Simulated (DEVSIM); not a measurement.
Structure: W/SiON/n-Ge capacitor, at 400 K.

Layer 1 from the left is SiON, thickness (nm) 12.0. Layer 2 from the left is Ge, thickness (nm) 5400, Nd (cm⁻³) 1.2e16.

Metal gate on the left, work function 4.6 eV. Fixed charge at the semiconductor interface 1.6e11 cm⁻² (in units of +e); no interface traps.

This is a model device: material constants are rounded textbook-type values typed into the input, and sizes, dopings and lifetimes were drawn at random. Values at 300 K; Nc and Nv go as T^1.5, mobilities as T to minus their exponent, the gap by Varshni's rule with the affinity fixed.

SiON: gap (eV) 7, affinity (eV) 1.4, permittivity 5.5. Ge: gap (eV) 0.664, affinity (eV) 4, permittivity 16, Nc (cm⁻³) 1.04e19, Nv (cm⁻³) 6e18, Varshni α (eV/K) 0.000477, Varshni β (K) 235.

Question: Estimate by hand the flat-band voltage, the threshold voltage, and compare with a numerical solution.

Answer: 
- Flat-band voltage: C = 0.406 μF/cm², work-function difference 0.352 V; VFB = φms − qNf/C = 0.29 V; numerical 0.29 V.
- Threshold voltage: φF = 0.074 V, depletion charge √(4εqNφF) = 2.84e-8 C/cm²; VT = VFB − 2φF − Qd/C = 0.07 V; numerical 0.07 V.

Simulated with DEVSIM: 1D Poisson equation in equilibrium, Boltzmann statistics, complete ionisation; no quantum confinement or tunnelling. Metal contacts follow the ideal Schottky-Mott rule: no Fermi-level pinning, no interface dipoles.
